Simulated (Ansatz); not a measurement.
Take SiO2 in the rutile structure (space group P4_2/mnm, No. 136; a = 4.185 Å, c = 2.669 Å) as the base.

Structures relaxed with r2SCAN, PAW, 500 eV (Ansatz, a quantum-chemistry and plane-wave program; spin-orbit coupling left out).

Base:

Simulated powder pattern, Mo Kα, λ = 0.71073 Å (kinematic, ideal powder, no thermal factors, no anomalous dispersion; the 10 strongest lines at most, above 2 %, up to 2θ = 40°):

```
2θ (°)  I/Imax (%)    hkl
------  ----------  -----
13.79          100  (110)
18.17           26  (101)
20.66           44  (111)
21.89           17  (210)
26.82           72  (211)
27.79           24  (220)
30.89           13  (002)
31.15          8.0  (310)
33.41           35  (301)
33.97           13  (112)
```

The change: a hydrostatic pressure of 9 GPa.

After the change:

Simulated powder pattern, Mo Kα, λ = 0.71073 Å (kinematic, ideal powder, no thermal factors, no anomalous dispersion; the 10 strongest lines at most, above 2 %, up to 2θ = 40°):

```
2θ (°)  I/Imax (%)    hkl
------  ----------  -----
13.95          100  (110)
18.31           27  (101)
20.83           45  (111)
22.14           17  (210)
27.07           72  (211)
28.11           25  (220)
31.07           13  (002)
31.51          8.2  (310)
33.75           34  (301)
34.20           13  (112)
```

The indices refer to the base's conventional cell; one index is shown for lines that coincide.

Load acts through the strain it causes; cell and atoms are relaxed under it. No phonon test of stability was made. Competing high-pressure phases were not computed.
